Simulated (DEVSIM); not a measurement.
DEVSIM, 1D drift-diffusion, Boltzmann statistics, complete ionisation; no tunnelling, impact ionisation, image-force lowering or self-heating.

Structure: Ge n+/n-/n+ resistor, at 300 K.

```
layer (left to right)  material  thickness (μm)  Nd (cm⁻³)  τn (s)  τp (s)
---------------------  --------  --------------  ---------  ------  ------
1                            Ge           0.880       2e17  2.1e-7  2.1e-7
2                            Ge            3.20     1.6e12  2.1e-7  2.1e-7
3                            Ge           0.510     4.2e18  2.1e-7  2.1e-7
```

Left contact: ohmic. Right contact: ohmic. Voltage is applied to the left contact. Recombination: SRH at mid-gap. Mobility is constant in doping. Where it depends on doping, it is μmin + (μ − μmin)/(1 + (N/Nref)^α).

The device is made up for the run: typed textbook-type constants, with dimensions and the other settings drawn at random. Values at 300 K. The table also holds parameters that only a changed run uses.

| parameter | Ge |
|---|---|
| gap (eV) | 0.664 |
| affinity (eV) | 4 |
| permittivity | 16 |
| Nc (cm⁻³) | 1.04e19 |
| Nv (cm⁻³) | 6e18 |
| μn (cm²/Vs) | 3900 |
| μp (cm²/Vs) | 1900 |
| μn,min | 150 |
| μp,min | 100 |
| Nref,n | 2.6e17 |
| Nref,p | 4e17 |
| αn | 0.56 |
| αp | 0.6 |
| Cn (cm⁶/s) | 1e-31 |
| Cp (cm⁶/s) | 1e-31 |

One input was changed, with this effect: dark forward voltage at 100 A/cm² 0.409 → 1.139 V.

Q: Which change was it?
A) Auger recombination switched on
B) thickness of layer 2 3.2 → 5.4 μm
C) doping-dependent mobility in place of the constant one
D) thickness of layer 3 0.51 → 0.31 μm
E) minority lifetime in layer 1 2.1e-07 → 6.3e-08 s

A: B, thickness of layer 2 3.2 → 5.4 μm
